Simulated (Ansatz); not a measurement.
Charge-transition levels above the valence-band maximum in wurtzite GaN (eV), each at one geometry relaxed with PBE and evaluated in Ansatz (an electronic-structure program) with PBE, r2SCAN. Host gaps: PBE 1.71 eV, r2SCAN 2.12 eV. Details: 96-site cell; 2×2×2 shifted k-points; charged states image-corrected; no spin–orbit coupling; corrections pass 1 eV, so highly charged states may be off by several tenths; flagged in the runs: for some of the defects a host whose relaxation on this sampling wasn't shown to rest, a strain field that reaches the edge of the cell.

| defect | PBE | r2SCAN |
|---|---|---|
| Si on the N site (+1/0) | 0.57 | 0.69 |
| C interstitial started as a split pair with N (+2/+1) | 0.84 | 0.92 |
| Bi on the N site (+1/0) | 0.74 | 0.86 |
| C interstitial started as a split pair with N (+1/0) | 1.59 | 1.86 |
| Ga vacancy + O on the N site (+1/0) | not bound | 0.25 |
| Ga vacancy + O on the N site (−1/−2) | 1.46 | 1.59 |
| Si on the N site (0/−1) | 1.12 | 1.28 |
| Ga vacancy + Si on the Ga site (−1/−2) | 1.44 | 1.58 |
| Ga vacancy + Si on the Ga site (0/−1) | 0.73 | 1.00 |

PBE less r2SCAN: over the 8 rows with both numbers (drawn at random from the settled rows of this host; unsettled states are left out), mean -0.16 eV, median -0.13 eV, mean size 0.16 eV, from -0.27 to -0.09 eV. PBE binds no carrier in 1 of the 9 cases.
